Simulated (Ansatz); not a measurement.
Band structure of Cu₃N (Pm-3m, 4 atoms in the cell).

```
CELL_PARAMETERS angstrom
      3.74986     0.00000     0.00000
      0.00000     3.74986     0.00000
      0.00000     0.00000     3.74986
ATOMIC_POSITIONS crystal
  Cu 0.00000 0.00000 0.50000
  Cu 0.50000 0.00000 0.00000
  Cu 0.00000 0.50000 0.00000
  N  0.00000 0.00000 0.00000
```

Level of theory: PBE, PAW files (plane waves; Ansatz, an electronic-structure program).

Settings: kpoints.mp_grid.grid = 6 6 6; hamiltonian.xc = pbe; hamiltonian.pseudopotentials = {kind: paw} (the program's default PAW files); scf.occupations.method = fermi_dirac; scf.occupations.width = 0.01 Ry; kpoints.band_path.npoints = 8.

The starting cell comes from a database of computed structures (which also holds hypothetical and non-ambient phases and stackings), without a prior relaxation at this level. Its lattice was rescaled by a random factor within 2.5 % of one. Spin polarisation is off. The run gives no clean gap (levels at the Fermi energy touch, overlap or are partly filled at this smearing), which alone does not show that the compound is a metal.

Levels in eV from the Fermi level, bands 28 to 35:
```csv
point,28,29,30,31,32,33,34,35
Γ,-2.02,-2.02,-2.02,-1.95,1.07,5.40,5.40,6.58
X,-2.38,-2.02,-1.59,-1.59,1.63,3.30,6.99,7.23
M,-2.34,-1.21,-1.21,-0.82,-0.04,3.66,4.86,4.86
R,-2.05,-0.07,-0.07,-0.07,0.55,0.55,0.55,6.08
```

Bands cross the Fermi level along this path, so the cell is metallic at this level.

Keys are those of Ansatz 0.2.
